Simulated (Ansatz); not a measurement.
The starting structures come from a database of crystals and need not be the phases stable at ambient conditions.

By PBEsol, the system below comes out a metal.

A figure of merit of an interconnect metal is its ballistic conductance per area.

```
CELL_PARAMETERS angstrom
      2.87579     0.00000     0.00000
      0.00000     2.87579     0.00000
      0.00000     0.00000     2.87579
ATOMIC_POSITIONS crystal
  Al 0.00000 0.00000 0.00000
  Co 0.50000 0.50000 0.50000
```

The cell is strained (all lengths scaled by 1.02); by PBEsol it stands under a pressure of -9.6 GPa.

The current flows along the normal of the first two printed cell vectors, the (001) plane of the conventional cell. No spin-orbit coupling; the value is a mean over 0.1 eV about the Fermi level.

Q: Give the ballistic conductance per area that Ansatz (a program for electronic structure) with PBEsol yields.

A: 0.46 × 10¹⁵ S/m² for both spins.
